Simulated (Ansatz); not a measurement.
How the band gap of CsCl-type NaI (model structure) moves with the method

No measured value is used here.

| level (code) | value (eV) | cell (Å³/atom) |
|---|---|---|
| LDA (Ansatz) | 2.19 | 29.94 |
| PBEsol (Ansatz) | 2.27 | 31.71 |
| r²SCAN (Ansatz) | 3.06 | 32.93 |
| HSE06 (Ansatz) | 3.24 | 33.04 |
| PBE0 (Ansatz) | 3.90 | 32.93 |

Computed values are for a static lattice. Spin–orbit coupling is included only where a level's name says +SOC; with heavier elements it mostly lowers gaps and can invert bands.  LDA, PBEsol, r²SCAN, HSE06, PBE0: the gap is read on the k mesh or supercell of the run alone and can be too large. Values are at the level's own relaxed cell; PBE0 at the r²SCAN cell. K meshes differ between the levels. Ansatz's density-functional and Hartree–Fock values are scalar-relativistic unless marked +SOC, with PAW data made under PBE.

A model structure was made by putting elements into a prototype or built by hand; it is no filed structure, need not be a known phase, and can be a saddle point held by its symmetry.

Ansatz is a quantum-chemistry and plane-wave program.
